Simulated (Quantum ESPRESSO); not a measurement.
## A series of runs on Cs2YHgCl6 (Fm-3m, 10 atoms in the cell)

```
Cs2YHgCl6
1.0
   -5.61598     0.00000     5.61598
    0.00000     5.61598     5.61598
   -5.61598     5.61598     0.00000
Cs Y Hg Cl
2 1 1 6
Cartesian
 -8.42397   8.42397   8.42397
 -2.80799   2.80799   2.80799
  0.00000   0.00000   0.00000
 -5.61598   5.61598   5.61598
 -5.61598   2.64524   5.61598
 -5.61598   8.58672   5.61598
 -2.64524   5.61598   5.61598
 -8.58672   5.61598   5.61598
 -5.61598   5.61598   2.64524
 -5.61598   5.61598   8.58672
```

Base run A: Quantum ESPRESSO 7.5 with PBEsol, PseudoDojo standard norm-conserving (PBESOL) pseudopotentials, self-consistent single point.

Its settings: ecutwfc = 75 Ry; occupations = smearing; smearing = methfessel-paxton; degauss = 0.0147 Ry; potentials = {Cs: Cs.upf, Y: Y.upf, Hg: Hg.upf, Cl: Cl.upf}; K_POINTS = automatic 3 3 3 0 0 0; conv_thr = 1e-09 Ry; mixing_beta = 0.7.

The starting cell comes from a database of computed structures (which also holds hypothetical and non-ambient phases and stackings), without a prior relaxation at this level.

ΔF is the free energy per atom less that of run A. 

Run A gave: pressure (GPa) -1.61; largest force (eV/Å) 0.091; iterations 9.

Runs:
- B: mixing_beta, mixing_mode = 0.2, plain
- C: mixing_beta, mixing_mode = 0.5, plain
- D: mixing_beta, mixing_mode = 0.2, TF
- E: mixing_beta, mixing_mode = 0.5, TF
- F: mixing_beta, mixing_mode = 0.2, local-TF
- G: mixing_beta, mixing_mode = 0.5, local-TF

### Question
Which runs reach the base run's state, and which is quickest in iterations?

### Answer
Runs B, C, D, E, F, G ended on the same solution as A (within 1 meV/atom). The fewest iterations to that state were 9 (A); the most were 22.

```tsv
run	ΔF (meV/atom)	pressure (GPa)	largest force (eV/Å)	iterations
A	0.00	-1.61	0.091	9
B	0.00	-1.61	0.091	14
C	0.00	-1.61	0.091	10
D	0.00	-1.61	0.091	22
E	0.00	-1.61	0.091	15
F	0.00	-1.61	0.091	16
G	0.00	-1.61	0.091	14
```
